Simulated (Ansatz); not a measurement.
Take Si in the diamond structure (space group Fd-3m, No. 227; a = 5.4441 Å) as the base.

Perturbation: a hydrostatic pressure of 0.3 GPa.

Levels (all Ansatz, a first-principles code, PAW, earlier PAW set): r2SCAN (500 eV, no spin-orbit coupling); HSE06+SOC (420 eV, noncollinear with spin-orbit coupling).

The geometry is relaxed with r2SCAN.

* **r2SCAN band gap**: 0.77 eV
* **r2SCAN valence-band top at Γ**: 0.00, 0.00, 0.00 eV

Task: How does going to HSE06+SOC change the band gap and valence-band top at Γ?

Result: The band gap goes up by 0.35 eV to 1.12 eV; the valence-band top at Γ (three highest Kramers pairs, from the VBM) becomes 0.00, 0.00, -0.05 eV (r2SCAN: 0.00, 0.00, 0.00 eV). The threefold valence maximum splits by Δso ≈ 0.05 eV.

Single points use the geometry relaxed with r2SCAN. Their cutoffs differ, which shifts pressures a little. HSE06 gaps are upper bounds (no full band path). The spin-orbit shifts are approximate. Load acts through the strain it causes; cell and atoms are relaxed under it. Stability against distortions was not tested.
